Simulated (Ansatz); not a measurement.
Consider WSi2 (space group I4/mmm, No. 139; a = 3.185 Å, c = 7.773 Å; relaxed with 0.1 eV smearing). Axes: x, y, z lie along a, b, c of the conventional cell.

Method: LDA (Ansatz, a quantum-chemistry and plane-wave program, PAW, without spin-orbit coupling).

The change: every lattice vector is shortened by 1.00 %; the atoms relax in the strained cell.

Question: Predict the stress tensor and what it implies for the stiffness.

Answer: Stress of the strained cell less that of the base (GPa, compression positive):
```
    7.4     0.0     0.0
    0.0     7.4     0.0
    0.0     0.0     8.4
```

Then B = −ΔP/(ΔV/V₀) with ΔV/V₀ = -0.0297 gives secant stiffness values (nonlinear terms included at this strain): B (at held cell shape, above the free-shape value) ≈ 259 GPa.

As a check, the harmonic strain energy −½ V₀ Δσ:ε is 9.5 meV/atom; the computed energy rise is 9.1 meV/atom.

Whether these cells are dynamically stable was not tested. All final runs are without spin polarisation.
